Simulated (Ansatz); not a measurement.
The structure below was relaxed with Ansatz (a quantum-chemistry and plane-wave program) PBE, no spin-orbit coupling, at pressure −2 GPa.

Space group F-43m (No. 216); a = b = c = 6.768 Å, α = β = γ = 90.00°

| atom | site | symmetry | x | y | z |
|---|---|---|---|---|---|
| Te | 4c | -43m | 0.2500 | 0.2500 | 0.2500 |
| Cd | 4a | -43m | 0.0000 | 0.0000 | 0.0000 |

Task: Write out a cell with all atoms.

Result: 
```
CdTe
1.0
    6.76774     0.00000     0.00000
    0.00000     6.76774     0.00000
    0.00000     0.00000     6.76774
Te Cd
4 4
Direct
  0.25000   0.25000   0.25000
  0.25000   0.75000   0.75000
  0.75000   0.25000   0.75000
  0.75000   0.75000   0.25000
  0.00000   0.00000   0.00000
  0.00000   0.50000   0.50000
  0.50000   0.00000   0.50000
  0.50000   0.50000   0.00000
```
This is the conventional cell.

Load acts through the strain it causes; cell and atoms are relaxed under it. Whether these cells are dynamically stable was not tested. The cell was made from CdTe in the zinc blende structure (space group F-43m, No. 216) by this change: pressure −2 GPa.
